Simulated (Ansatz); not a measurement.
Data:

```
CELL_PARAMETERS angstrom
      0.00658     2.26828     2.26828
      2.26828     0.00658     2.26828
      2.27486     2.27486     0.00000
ATOMIC_POSITIONS crystal
  B  0.00022 0.00022 0.99978
  P  0.24978 0.24978 0.25022
```

No spin polarisation.

Level of theory: r2SCAN (Ansatz, a first-principles code, PAW, without spin-orbit coupling). Settings: 12×12×12 k-points, 0.05 eV Fermi–Dirac smearing.

Task: Predict the valence-band top at Γ and space group.

Result: 
- Valence-band top at Γ (three highest levels, from the VBM): 0.00, -0.03, -0.05 eV
- Space group: Imm2 (No. 44)

The levels and masses belong to the bands next to the band gap. The cells carry an imposed strain or load. Stability against distortions was not tested. The cell was made from BP in the zinc blende structure (space group F-43m, No. 216) by this change: tensor shear ε_xy = +0.29 %.
